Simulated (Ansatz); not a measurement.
Seebeck coefficient (μV/K, mean over directions) of n-type CaO (Fm-3m) against carrier density, PBE, rigid bands (Ansatz, an electronic-structure program). Computed gap 3.65 eV; densities at which minority carriers matter at this gap, or further valleys turn the trend, are left out. Conductivity mass 0.57 mₑ (harmonic mean over directions), N_c = 4.0e19 cm⁻³ at 300 K.

```tsv
electron density	300 K	500 K
1e16 cm⁻³	-927	-994
1e17 cm⁻³	?	-795
1e18 cm⁻³	-531	?
3e18 cm⁻³	-436	-502
1e19 cm⁻³	-334	-399
3e19 cm⁻³	-243	-306
1e20 cm⁻³	-152	?
3e20 cm⁻³	-85	-130
1e21 cm⁻³	-40	-66
```

Task: Some entries are withheld; supply them.

Result: 
- 1e17 cm⁻³, 300 K: -729
- 1e18 cm⁻³, 500 K: -597
- 1e20 cm⁻³, 500 K: -209

Rigid bands with a gap fixed in temperature, one relaxation time for all states, no polarons or phonon drag, and whether or not such doping can be reached. Spin-orbit coupling is left out. Geometry: cell and atoms relaxed with PBEsol.
